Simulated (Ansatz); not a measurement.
Results of PBE (PAW; Ansatz, an electronic-structure program) for TiSi2 (Fddd, No. 70).

Numerical settings: plane-wave cutoff 520 eV, 16×16×16 k mesh, Fermi–Dirac smearing 0.057 eV (set by the program), no spin polarisation, scalar-relativistic PAW data made under PBE.

Computed at the level's own relaxed cell.

Hill averages of the elastic tensor: K = 141.7 GPa, G = 114.0 GPa. Volume 14.174 Å³/atom, mean atomic mass 34.679 u.

Task: Work out the density, the sound velocities of a polycrystal and the elastic Debye temperature at this level.

Result: ρ = 1.66054 × 34.679/14.174 = 4.063 g/cm³. v_l = √[(K + 4G/3)/ρ] = 8.502 km/s and v_t = √(G/ρ) = 5.297 km/s. The mean follows from 3/v_m³ = 1/v_l³ + 2/v_t³: v_m = 5.837 km/s. Θ_D = (ħ/k_B) v_m (6π²/V)^(1/3) = 76.38 K Å s/km × 5.837 × 1.6106 Å⁻¹ = 718 K, counting all atoms of the cell.
